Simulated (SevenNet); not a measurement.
## Stishovite (SiO2)

Method: the machine-learned potential SevenNet-l3i5 (trained on PBE and PBE+U data).

Cell (relaxed at this level):

```cif
data_O4Si2
_chemical_formula_sum 'Si2 O4'
_space_group_name_H-M_alt 'P42/mnm'
_space_group_IT_number 136
_space_group_name_Hall '-P 4n 2n'
_cell_length_a 4.23327
_cell_length_b 4.23327
_cell_length_c 2.69266
_cell_angle_alpha 90.000
_cell_angle_beta 90.000
_cell_angle_gamma 90.000
loop_
_atom_site_label
_atom_site_type_symbol
_atom_site_symmetry_multiplicity
_atom_site_Wyckoff_symbol
_atom_site_fract_x
_atom_site_fract_y
_atom_site_fract_z
_atom_site_occupancy
Si1 Si 2 a 0.00000 0.00000 0.00000 1
O1 O 4 f 0.30678 0.30678 0.00000 1
```

```json
{
 "lattice_constant_a": "4.233 Å",
 "lattice_parameter_c": "2.693 Å",
 "volume_per_atom": "8.04 Å³/atom"
}
```

Measured, for comparison: lattice constant a 4.179 Å, lattice parameter c 2.665 Å (room temperature, not corrected to a static lattice; as tabulated in Hiroi (2015), arXiv:1503.02262). Computed (rounded) less measured: lattice constant a +1.3 %, lattice parameter c +1.1 %.

A machine-learned potential is trained on density-functional data: it inherits that level's misses and adds fitting errors of its own.
